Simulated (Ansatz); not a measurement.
Hypothetical P4/nmm BeS, pressure series

Base system: BeS (space group P4/nmm, No. 129; a = 3.4521 Å, c = 5.6208 Å; a hypothetical phase, not in the database extracts checked; layered, stacked along the Cartesian z axis).

Cell and atoms are relaxed at each pressure.

Computed with DFT with PBEsol, PAW potentials and a 420 eV plane-wave cutoff in Ansatz (a quantum-chemistry and plane-wave program), no SOC.

Two rows of this table had their results exchanged by mistake.

```tsv
pressure	volume per atom (Å³)	shortest distance (Å)	band gap
pressure 0.3 GPa	16.17	2.112	3.28 eV
pressure 0.7 GPa	15.71	2.110	3.18 eV
pressure 1.5 GPa	15.14	2.106	2.96 eV
pressure 3 GPa	14.46	2.098	2.62 eV
pressure 5 GPa	12.86	2.071	1.73 eV
pressure 7.5 GPa	13.30	2.080	1.97 eV
pressure 10 GPa	13.85	2.090	2.28 eV
```

**Question.** Which two?

**Answer.** The rows for pressure 5 GPa and pressure 10 GPa: the volume has to fall steadily with pressure, so 13.85 Å³ belongs to pressure 5 GPa and 12.86 Å³ to pressure 10 GPa.

Load acts through the strain it causes; cell and atoms are relaxed under it. Whether these cells are dynamically stable was not tested. Competing high-pressure phases were not computed. The base started in Pnma and relaxed to P4/nmm at this level. No dispersion term is included in the PBEsol runs.
